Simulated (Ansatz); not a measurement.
Cost and result by functional for the adsorption energy of OH on the 1x1 (111) surface of fcc Al, one in a 2x2 cell, started at the site 'hollow Al-Al-Al over Al at depth 4.6 Å', in Ansatz (plane waves, PAW). Single points on the PBE structure, on one kind of machine; costs are rough ratios of the slab run's core time (references not counted) to the cheapest single point. r2SCAN's cost holds its higher cutoff (500 against 420 eV). Differences are taken against r2SCAN for comparison alone: no measured value is at hand, so the table doesn't rank accuracy.

Slab: 18 atoms, 7.0 Å thick at the start under the adsorbate (thin: gaps and levels are the slab's own); k 6x6x1, smearing 0.1 eV, dipole-corrected; 8 atoms held, the rest relaxed; no symmetry held; spin-polarised, no spin-orbit, no U, no dispersion correction. The starting moment vanished. At the end it is bonded to 3 Al. In PBE this state lies 0.06 eV over the lowest of the starts that converged ('bridge Al-Al (span 2.9 Å)'). These notes are the PBE run's. r2SCAN: The program's check for a lower electronic state was not made. Adsorption energies are against H2O(g) − ½ H2(g). A negative adsorption energy means that the adsorbate is more stable on the surface than in its reference.

```json
[
 {"functional": "RPBE", "relative cost": "1", "adsorption energy (eV)": "-0.46", "less r2SCAN (eV)": "0.39"},
 {"functional": "r2SCAN", "relative cost": "2", "adsorption energy (eV)": "-0.84", "less r2SCAN (eV)": "0.00"},
 {"functional": "PBE (the relaxed run's value)", "relative cost": "–", "adsorption energy (eV)": "-0.66", "less r2SCAN (eV)": "0.18"}
]
```

The values span 0.39 eV, while the single points' costs differ by a factor of roughly 2. Differences are of unrounded values.

Ansatz is an electronic-structure program.
